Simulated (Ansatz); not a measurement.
The reference is BN in the zinc blende structure (space group F-43m, No. 216; a = 3.581 Å). Axes: x, y, z lie along the cube axes.

Method: LDA in Ansatz (plane waves to 420 eV, PAW, no SOC).

For the base:

Pressure: -0.01 GPa
Valley order: X along ⟨100⟩ 4.39 eV

It is then changed as follows: tensor shear ε_xy = +1.43 % (engineering shear γ = 0.0286), atoms relaxed at fixed cell.

What does the calculation give for the pressure after the change?

The pressure (mean of the normal stresses, compression positive) rises by 0.34 GPa to 0.33 GPa.

What happens to the valley order?

The valley order (the lowest conduction-band minima on the path, energy above the VBM, named in the base's zone) goes from X along ⟨100⟩ 4.39 eV to X along [001] 4.25 eV; X along [010] 4.30 eV.

The levels and masses belong to the bands next to the band gap. The cells carry an imposed strain or load. Stability against distortions was not tested.

Ansatz is a first-principles code.
